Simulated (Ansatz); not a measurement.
Ru on the 1x1 (111) surface of fcc Pt, one in a 2x2 cell, energies for each (27.3 Å²). Energies are against an atom of hcp Ru, without zero-point or thermal terms; each row is named by its start. No converged result for: 2 more starts.

The numbers are results of PBE (plane waves to 420 eV, PAW; Ansatz, a first-principles code), not measurements.

Model: 17-atom slab, 6.9 Å thick at the start under the adsorbate (thin: gaps and levels are the slab's own), 6x6x1 mesh, Fermi-Dirac 0.1 eV, dipole correction, 8 atoms held, the rest relaxed; each run with such symmetry as its start has; spin-polarised, no spin-orbit, no U, no dispersion correction.

A negative adsorption energy means that the adsorbate is more stable on the surface than in its reference. Heights count from the host atoms within 0.3 Å of the top one.

```csv
starting site,E_ads (eV),height (Å),nearest host atom (Å),bonded to,Δ work function (eV),lateral drift (Å),moment (μB)
top Pt,3.91,2.02,Pt 2.35,Pt,-2.10,0.0,3.9
hollow Pt-Pt-Pt over Pt at depth 2.3 Å,2.54,1.87,Pt 2.50,3 Pt,-2.04,0.0,4.2
```
